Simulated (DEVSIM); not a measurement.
Device: illuminated Ge p-on-n cell, one wavelength, at 300 K.

Layer 1 from the left is Ge, thickness (μm) 0.810, Na (cm⁻³) 6.9e17, τn (s) 2.5e-5, τp (s) 8e-5, absorption coefficient (cm⁻¹) 370. Layer 2 from the left is Ge, thickness (μm) 22.0, Nd (cm⁻³) 1.6e17, τn (s) 0.00073, τp (s) 0.00073, absorption coefficient (cm⁻¹) 370.

Left contact: ohmic, minority electron recombination velocity 3000 cm/s. Right contact: ohmic, minority hole recombination velocity 30000 cm/s. Voltage is applied to the left contact. Recombination: SRH at mid-gap, radiative, Auger. Light enters at the left, 1.7e18 photons cm⁻² s⁻¹, one pass, no reflection. Mobility is μmin + (μ − μmin)/(1 + (N/Nref)^α).

The device is made up for the run: typed textbook-type constants, with dimensions and the other settings drawn at random. Values at 300 K.

Ge: gap (eV) 0.664, affinity (eV) 4, permittivity 16, Nc (cm⁻³) 1.04e19, Nv (cm⁻³) 6e18, μn (cm²/Vs) 3900, μp (cm²/Vs) 1900, μn,min 150, μp,min 100, Nref,n 2.6e17, Nref,p 4e17, αn 0.56, αp 0.6, B (cm³/s) 6.4e-14, Cn (cm⁶/s) 1e-31, Cp (cm⁶/s) 1e-31.

Simulated with DEVSIM: 1D drift-diffusion, Boltzmann statistics, complete ionisation; no tunnelling, impact ionisation, image-force lowering or self-heating.

Dark forward current:

| |V| (V) | |J| (A/cm²) |
|---|---|
| 0.05 | 2.730e-5 |
| 0.10 | 0.0002161 |
| 0.15 | 0.001522 |
| 0.20 | 0.01056 |
| 0.25 | 0.07303 |
| 0.30 | 0.5048 |
| 0.35 | 3.475 |
| 0.40 | 23.32 |
| 0.45 | 140.3 |
| 0.50 | 678.1 |
| 0.55 | 2649 |

Work out the local ideality factor n = ΔV / (kT/q · ln(J2/J1)) between the rows 0.15 and 0.20 V, 0.50 and 0.55 V.

kT/q = 25.85 mV. From 0.15 to 0.20 V: ln(0.01056/0.001522) = 1.937, n = 1.00, near the 1 of diffusion or emission over a barrier. From 0.50 to 0.55 V: ln(2649/678.1) = 1.363, n = 1.42.

What current could the absorbed light give at most, and what share is collected?

Σ αd = 0.844, so qΦ(1 − exp(−Σ αd)) = 155 mA/cm². The simulated short-circuit current is 112.5 mA/cm², a share of 0.72.

Estimate the open-circuit voltage by superposition: the voltage at which the dark current equals that short-circuit current.

Interpolating ln J in the table gives 0.261 V. The simulation gives 0.261 V, the same within the digits that matter. Superposition holds where collection doesn't change with voltage.

Estimate the fill factor from FF0 = (v − ln(v + 0.72))/(v + 1), v = qVoc/(nkT), with n from the dark curve.

The rows about Voc, 0.25 and 0.30 V, give n = 1.00, so v = 10.1 and FF0 = 0.695. The simulation gives 0.694, the same within the digits that matter.
